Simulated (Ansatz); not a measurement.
The parent structure is GaAs in the zinc blende structure (space group F-43m, No. 216; a = 5.6590 Å). Axes: x, y, z lie along the cube axes.

Levels (all Ansatz, a quantum-chemistry and plane-wave program, PAW): PBEsol (420 eV, spin-orbit coupling left out); r2SCAN (500 eV, scalar-relativistic without spin-orbit coupling).

Its gap is 0.42 eV with PBEsol and 0.99 eV with r2SCAN.

Now apply this change: uniaxial strain ε_xx = −3.91 %, all other strain components held at zero; the atoms relax in the strained cell.

With PBEsol the gap becomes 0.56 eV.

If the r2SCAN correction stayed the same, what would the r2SCAN gap be, and what does the r2SCAN run give?

A rigid correction of +0.57 eV gives 1.13 eV. The r2SCAN run gives 1.15 eV, so the two effects roughly add.

Single points use the geometry relaxed with PBEsol. Whether these cells are dynamically stable was not tested.
